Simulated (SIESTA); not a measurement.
SIESTA is run on VOF (P2_12_12_1, 12 atoms in the cell), and the run fails. The aim is a self-consistent single point with DFT, LDA PW92+U, numerical atomic orbitals DZP, PseudoDojo LDA standard norm-conserving potentials (rewritten from UPF to PSML).

Cell that was meant: a = 3.3328 Å, b = 3.7804 Å, c = 10.0601 Å, α = 90.00°, β = 90.00°, γ = 90.00°.

Part of the input:

```
  0.00 0.00
%endblock DFTU.proj

MaxSCFIterations             3
SCF.MustConverge             false
SCF.Mixer.Method             Pulay
SCF.Mixer.Weight             0.1
SCF.Mixer.History            6
```

Log, with long lists cut:

```
        iscf     Eharris(eV)        E_KS(eV)     FreeEng(eV)     dDmax    Ef(eV) dHmax(eV)
   scf:    1   -12444.121348   -12474.609906   -12474.610341  0.803298 -2.445639 11.523562
     spin moment: {S} , |S| = {        0.0        0.0    8.00000 }     8.00000
   scf:    2   -12497.557655   -12486.835235   -12486.835299  0.095825 -3.215346  8.286543
     spin moment: {S} , |S| = {        0.0        0.0    8.00000 }     8.00000
   scf:    3   -12495.005401   -12497.071727   -12497.071727  0.190599 -4.776239  3.108891
     spin moment: {S} , |S| = {        0.0        0.0    8.00000 }     8.00000
SCF_NOT_CONV: SCF did not converge  in maximum number of steps.
SCF_NOT_CONV: SCF did not converge  in maximum number of steps.
Geom step, scf iteration, dDmax, dHmax:    0     3      0.190599     0.228499
Geom step, scf iteration, dDmax, dHmax:    0     3      0.190599     0.228499

Using DM_out to compute the final energy and forces

   [... lines left out ...]
siesta: FreeEng =    -12497.071727
siesta: Cell volume =        126.749459 Ang**3
siesta:        -188.05249806       -196.49295186  kBar
   [... lines left out ...]
              0.002   0.002   0.002   0.001   0.001

mulliken: Qtot =       48.000

Mulliken Atomic Populations:
Atom #   charge [q] valence [e]      Sz [e]  Species
     1     0.757942   12.242058    2.194290  V
     2     0.757942   12.242058    2.194290  V
     3     0.757942   12.242058    2.194290  V
     4     0.757942   12.242058    2.194290  V
     5    -0.485350    6.485350   -0.165960  O
     6    -0.485350    6.485350   -0.165960  O
     7    -0.485350    6.485350   -0.165960  O
     8    -0.485350    6.485350   -0.165960  O
     9    -0.272592    7.272592   -0.028330  F
    10    -0.272592    7.272592   -0.028330  F
    11    -0.272592    7.272592   -0.028330  F
    12    -0.272592    7.272592   -0.028330  F
 Total    -0.000000                8.000000
```

Task: What is wrong, and how is it fixed?

Result: The fault is an iteration limit that is too low, with the stop on failure switched off. The program then goes on with a density that is not self-consistent. To fix it, raise the limit and let the run stop on failure. The run ended unconverged after 3 iterations.

The sound input it was made from differs as follows (other fixes are possible):
```diff
-MaxSCFIterations             3
-SCF.MustConverge             false
+MaxSCFIterations             150
```

With that input, the run converged in 39 iterations: free energy E − TS -12498.4037 eV; top of the valence band (on the code's own zero) -5.97 eV; gap on the k-point mesh 1.64 eV; pressure -17.09 GPa; largest force (vector length) 0.219 eV/Å (DFT, LDA PW92+U, numerical atomic orbitals DZP, PseudoDojo LDA standard norm-conserving potentials (rewritten from UPF to PSML)).

On the sound input: the starting cell comes from a database of computed structures (which also holds hypothetical and non-ambient phases and stackings), without a prior relaxation at this level. The magnetic order is the one reached from the typed start; others were not searched systematically. With U or open f shells several self-consistent states can exist. Values carry the incompleteness of an atom-centred basis. With a pressure of about -17 GPa the cell is away from its equilibrium volume at this level.
